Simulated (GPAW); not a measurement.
Troubleshooting GPAW: a failed run on V3Pt (Pm-3n, 8 atoms in the cell). The aim is a self-consistent single point with DFT LDA (Perdew-Wang 92), plane waves, GPAW PAW datasets LDA (gpaw-data 1.0.1).

Cell that was meant: a = 4.7881 Å, b = 4.7881 Å, c = 4.7881 Å, α = 90.00°, β = 90.00°, γ = 90.00°.

Part of the input:

```python
            xc='LDA',
            kpts=(5, 5, 5),
            occupations={'name': 'fermi-dirac', 'width': 0.1},
            nbands=54,
            convergence={'forces': 0.001},
            symmetry={'symmorphic': False, 'tolerance': 0.0005},
            maxiter=100)
```

Output, abridged:

```
Input parameters:
  convergence: {forces: 0.001}
  kpts: [5 5 5]
  maxiter: 100
  mode: {ecut: 800,
         name: pw}
  nbands: 54
  occupations: {name: fermi-dirac,
                width: 0.1}
  symmetry: {symmorphic: False,
             tolerance: 0.0005}

species:
  V:
    name: Vanadium
    Z: 23.0
    valence: 13
    core: 10
    charge: 0.0
    file: V.LDA.gz

    # Using partial waves for V as LCAO basis

  Pt:
    name: Platinum
    Z: 78.0
    valence: 16
    core: 62
    charge: 0.0
    file: Pt.LDA.gz

    # Using partial waves for Pt as LCAO basis

Reference energy: -1154799.108745  # eV

Spin-paired calculation

Traceback (most recent call last):
   [... frames left out ...]
ValueError: Too few bands!  Electrons: 110.000000, bands: 54
```

Q: Read the log: what does the program object to, and what is the fix?

A: The fault is too few bands; here the program stops on it instead of giving results. To fix it, raise the band count or leave it to the default. The program stopped before any SCF iteration.

The sound input it was made from differs as follows (other fixes are possible):
```diff
-            nbands=54,
+            nbands=-12,
```

With that input, the run converged in 37 iterations: free energy E − TS (from the program's reference atoms) -76.6150 eV; Fermi level (on the code's own zero) 10.55 eV; pressure -9.86 GPa (DFT LDA (Perdew-Wang 92), plane waves, GPAW PAW datasets LDA (gpaw-data 1.0.1)).

On the sound input: the starting cell comes from a database of computed structures (which also holds hypothetical and non-ambient phases and stackings), without a prior relaxation at this level. Spin-orbit coupling is off. Spin polarisation is off. With a pressure of about -10 GPa the cell is away from its equilibrium volume at this level.
